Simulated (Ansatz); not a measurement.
The starting structures come from a database of crystals and need not be the phases stable at ambient conditions.

Inside the gap of an insulator the Bloch states are evanescent, with a wavenumber k + iκ along the transport direction.

Data:

```yaml
crystal:
  lattice:
    - [5.50166, 0.00000, 0.00000]
    - [0.00000, 10.44453, 0.00000]
    - [2.75083, -5.22227, 2.76057]
  atoms:
    - { symbol: Be, position: [0.75000, 0.00000, 0.00000] }
    - { symbol: Be, position: [0.25000, 0.00000, 0.00000] }
    - { symbol: Br, position: [0.78232, 0.33309, 0.43537] }
    - { symbol: Br, position: [0.21768, 0.66691, 0.56463] }
    - { symbol: Br, position: [0.28232, 0.10228, 0.43537] }
    - { symbol: Br, position: [0.71768, 0.89772, 0.56463] }
```

Space group of this cell: Ibam. The cell was relaxed by PBE-D3(BJ); by r2SCAN its mean pressure is 0.6 GPa.

Transport runs along the normal of the first two printed cell vectors.

The gap is the functional's own, uncorrected, and κ follows it; spin-orbit coupling is left out. Mid-gap values are interpolated between the computed energies.

Estimate the band gap and the smallest decay constant κ at mid-gap that r2SCAN run with Ansatz (a quantum-chemistry and plane-wave program) returns for this system.

Gap 5.95 eV on a 12×12×12 mesh; κ = 0.391 1/Å, at the zone centre.
